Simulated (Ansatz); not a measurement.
The parent structure is Mg in the hcp (Mg type) structure (space group P6_3/mmc, No. 194; a = 3.1952 Å, c = 5.1966 Å; relaxed with 0.1 eV smearing). Axes: x lies along a and z along c of the hexagonal cell.

Level of theory: DFT with PBE, PAW potentials and a 420 eV plane-wave cutoff in Ansatz (a program for electronic structure), spin-orbit coupling left out.

Base values:

- Pressure = 0.0 GPa
- Shortest interatomic distance = 3.187 Å

It is then changed as follows: the cell is compressed by 0.50 % along z with no lateral relaxation, atoms relaxed at fixed cell.

**Question.** What happens to the pressure?

**Answer.** The pressure (mean of the normal stresses, compression positive) goes from zero to 0.2 GPa.

**Question.** What happens to the energy relative to the base?

**Answer.** The energy stays essentially unchanged.

**Question.** Predict the new shortest interatomic distance.

**Answer.** The shortest interatomic distance falls by 0.011 Å, from 3.187 Å to 3.176 Å.

The cells carry an imposed strain or load. Stability against distortions was not tested.
